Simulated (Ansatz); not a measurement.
## TiO2: response to strain

Consider TiO2 in the rutile structure (space group P4_2/mnm, No. 136).

```xyz
6
Lattice="4.5481 0.0000 0.0000 0.0000 4.5481 0.0000 0.0000 0.0000 2.9171" Properties=species:S:1:pos:R:3 pbc="T T T"
Ti     0.0000     0.0000     0.0000
Ti     2.2740     2.2740     1.4586
O      1.3825     1.3825     0.0000
O      3.6565     0.8916     1.4586
O      0.8916     3.6565     1.4586
O      3.1656     3.1656     0.0000
```

Strains are applied to the cell and any free atomic positions relax.

Level of theory: LDA in Ansatz (plane waves to 420 eV, PAW, no SOC).

Notes on the quantities. energy relative to the base: free energy F.

```tsv
isotropic strain (%)	energy relative to the base (meV/atom)
-3	71.0
-2.4	44.5
-1.8	24.5
-1.2	10.7
-0.6	?
0	0.0
```

Fit ΔE = Aε² + Bε³ (ε in %) to the rows shown and predict the withheld row.

Least squares on the printed values gives A = 7.08 and B = -0.27 meV/atom (largest residual 0.0 meV/atom); this predicts 2.6 meV/atom, and the run gives 2.6 meV/atom, in agreement.

No phonon test of stability was made. All final runs are without spin polarisation.

Ansatz is a first-principles code.
